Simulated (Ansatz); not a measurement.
Given:

```xyz
5
Lattice="3.7744 0.0000 0.0000 0.0000 3.7744 0.0000 0.0000 0.0000 3.7744" Properties=species:S:1:pos:R:3 pbc="T T T"
Sr     0.0000     0.0000     0.0000
Ti     1.8872     1.8872     1.8872
O      1.8872     0.0000     1.8872
O      0.0000     1.8872     1.8872
O      1.8872     1.8872     0.0000
```

No spin polarisation.

All numbers come from PBEsol/PAW in Ansatz (a quantum-chemistry and plane-wave program), no spin-orbit coupling. Settings: 9×9×9 k-points, 0.05 eV Fermi–Dirac smearing.

Problem. Predict the pressure and smallest direct gap.

Solution. 
```json
{
  "pressure": "207.4 kbar",
  "smallest_direct_gap": "2.27 eV"
}
```

The cells carry an imposed strain or load. No phonon test of stability was made. The final runs are not spin-polarised. The cell was made from SrTiO3 in the cubic perovskite structure (space group Pm-3m, No. 221) by this change: isotropic strain −3.00 %. Many cubic perovskites are stable only at high temperature; tilts and polar distortions were not tested.
